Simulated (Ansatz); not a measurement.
# ZnSnO3, pressure series

Take ZnSnO$_{3}$ (space group R-3, No. 148; a = 5.308 Å, c = 14.025 Å (hexagonal axes); a cell from a computed database, its experimental status unchecked) as the base.

Cell and atoms are relaxed at each pressure.

Calculations: PBEsol, PAW, 420 eV (Ansatz, a quantum-chemistry and plane-wave program; no SOC).

Notes on the quantities. enthalpy: H = E + PV relative to the base's energy.

```tsv
variant	band gap	enthalpy	volume per atom
base	1.44 eV	–	11.41 Å³
pressure −2 GPa	1.38 eV	-0.14 eV/atom	11.56 Å³
pressure −1 GPa	1.41 eV	-0.07 eV/atom	11.48 Å³
pressure 0.3 GPa	1.45 eV	+0.02 eV/atom	11.38 Å³
pressure 0.7 GPa	1.46 eV	+0.05 eV/atom	11.36 Å³
pressure 1.5 GPa	1.48 eV	+0.11 eV/atom	11.30 Å³
pressure 3 GPa	1.52 eV	+0.21 eV/atom	11.20 Å³
pressure 5 GPa	1.56 eV	+0.35 eV/atom	11.08 Å³
pressure 7.5 GPa	1.62 eV	+0.52 eV/atom	10.93 Å³
pressure 10 GPa	1.67 eV	+0.69 eV/atom	10.79 Å³
```

Load acts through the strain it causes; cell and atoms are relaxed under it. Stability against distortions was not tested. Competing high-pressure phases were not computed.
